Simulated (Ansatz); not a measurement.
The reference is CoPdO$_{2}$ (space group R-3m, No. 166; a = 2.826 Å, c = 17.754 Å (hexagonal axes); not spin-polarised; relaxed with 0.1 eV smearing). Axes: x lies along a and z along c of the hexagonal cell.

Method: plane-wave PAW DFT at the r2SCAN level (Ansatz, a program for electronic structure, 500 eV), scalar-relativistic without spin-orbit coupling.

Strains are applied to the cell and any free atomic positions relax; under biaxial strain the out-of-plane vector relaxes too; under stress the whole cell relaxes.

One change was made to it. Results:

| quantity | base | after |
|---|---|---|
| shortest interatomic distance | 1.893 Å | 1.910 Å |
| energy relative to the base (free energy F) | 0 meV/atom | +11 meV/atom |

Question: Name the change that was made.
(A) uniaxial stress, 8 GPa tension along x
(B) tensor shear ε_yz = −0.58 %
(C) biaxial strain +2.11 %, plane normal [001], relaxed out of plane
(D) isotropic strain +1.40 %

Answer: C, biaxial strain +2.11 %, plane normal [001], relaxed out of plane. For comparison, the energy relative to the base in the other runs: isotropic strain +1.40 % gives +12 meV/atom; uniaxial stress, 8 GPa tension along x gives +7.7 meV/atom; tensor shear ε_yz = −0.58 % gives +0.3 meV/atom.

Stability under load was not tested beyond the relaxation. Starting moments died away, wholly or in part, for the base; another magnetic solution may exist. No Hubbard U is applied and the magnetic state is the run's own (CoPdO2 not spin-polarised; CoPdO2 non-magnetic); small cells can't hold the antiferromagnetic order that many such compounds have, so gaps and moments can be off. The final runs are not spin-polarised. An odd electron count without spin: CoPdO2.
